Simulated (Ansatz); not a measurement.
Worked example: self-consistent single point of Os (P6_3/mmc, 4 atoms in the cell) in Ansatz (an electronic-structure program).

Level of theory: PBE, PAW files (plane waves; Ansatz).

The change in words: lattice scaled by 0.98. Reference geometry:
```
Os
1.0
    2.74343     0.00000     0.00000
   -1.37171     2.37588     0.00000
    0.00000     0.00000     8.82699
Os
4
Direct
  0.00000   0.00000   0.00000
  0.00000   0.00000   0.50000
  0.33333   0.66667   0.25000
  0.66667   0.33333   0.75000
```

Reference input (self-consistent single point, DFT, PBE, plane waves, PAW files): basis.ecutwfc = 30.9 Ry; kpoints.mp_grid.grid = 9 9 3; hamiltonian.xc = pbe; hamiltonian.pseudopotentials = {kind: paw} (the program's default PAW files); scf.occupations.method = gaussian; scf.occupations.width = 0.0073 Ry. This run's input differs from it in these lines:

```diff
@@ -3,5 +3,5 @@
   lattice:
-    - [2.743426, 0.000000, 0.000000]
-    - [-1.371713, 2.375876, 0.000000]
-    - [0.000000, 0.000000, 8.826990]
+    - [2.688557, 0.000000, 0.000000]
+    - [-1.344279, 2.328358, 0.000000]
+    - [0.000000, 0.000000, 8.650450]
   atoms:
```

Output, abridged:

```
SCF iter   1: F=—  HF=-45543.594082 eV  |F-HF|=—  |Δ(HF+E_count)|=         —  Δρ=5.94e-2  dr2=1.58e0  ethr=3.10e-3  ⟨swp⟩=5.9  Hψ=3350  notcnv=0
all-band conjugate gradients solve this SCF's bands
preconditioner: auto → Kerker (q_TF=auto, 2.805 Å⁻¹)
SCF iter   2: F=—  HF=-45543.175450 eV  |F-HF|=—  |Δ(HF+E_count)|=   4.19e-1  Δρ=3.31e-2  dr2=4.58e-1  ethr=2.46e-3  ⟨swp⟩=2.3  Hψ=1376  notcnv=0  defer=31
SCF iter   3: F=—  HF=-45543.036277 eV  |F-HF|=—  |Δ(HF+E_count)|=   1.39e-1  Δρ=3.61e-3  dr2=2.50e-3  ethr=7.15e-4  ⟨swp⟩=2.3  Hψ=1510  notcnv=0  defer=31
SCF iter   4: F=—  HF=-45543.036766 eV  |F-HF|=—  |Δ(HF+E_count)|=   4.89e-4  Δρ=3.96e-4  dr2=5.05e-5  ethr=3.91e-6  ⟨swp⟩=2.4  Hψ=1571  notcnv=0  defer=30
SCF iter   5: F=—  HF=-45543.036736 eV  |F-HF|=—  |Δ(HF+E_count)|=   2.94e-5  Δρ=7.46e-5  dr2=1.46e-6  ethr=7.89e-8  ⟨swp⟩=2.6  Hψ=1554  notcnv=0  defer=30
SCF iter   6: F=-45543.036736 eV  HF=-45543.036736 eV  |F-HF|=1.34e-8  |Δ(HF+E_count)|=   1.98e-7  Δρ=9.18e-6  dr2=3.87e-8  ethr=1.56e-10  ⟨swp⟩=7.9  Hψ=3754  notcnv=0
SCF 1 converged in 6 iterations: F = -45543.036736 eV  dr2 = 3.87e-8
Free energy (F): -45543.036736 eV
Internal energy: -45543.017239 eV  (E = F + TS)
E sigma→0 (E₀):  -45543.026988 eV
Entropy (-TS):   -0.019497 eV (-4.874 meV/atom)
Fermi energy:    27.069542 eV
--- Forces (eV/Å), atoms counted from 1 ---
  atom   1  Os     0.00000000     0.00000000     0.00000000
   [... zero for the other atoms too ...]
--- Stress (GPa, compression-positive) ---
       25.708818       0.000000       0.000000
        0.000000      25.708818       0.000000
        0.000000       0.000000      25.514686
  P = ⅓ Tr σ = 25.6441 GPa (256.441 kbar)
  The stress holds the Pulay correction. Without it, at fixed plane waves, as pw.x and ABINIT print it: P = 25.4968 GPa
```

The run converged in 6 iterations. Against the reference run the free energy goes up by 59.7 meV/atom and the pressure goes from -1.48 to 25.64 GPa.

The starting cell was generated: these elements placed on a structure prototype, without a prior relaxation; it need not be a known phase or ordering of this composition. Its lattice was rescaled by a random factor within 2.5 % of one. For this run, on top of that: lattice scaled by 0.98. Spin polarisation is off. With a pressure of about 26 GPa the cell is away from its equilibrium volume at this level. Ansatz's pressure includes its estimate of the finite-basis (Pulay) stress.

Keys are those of Ansatz 0.2.
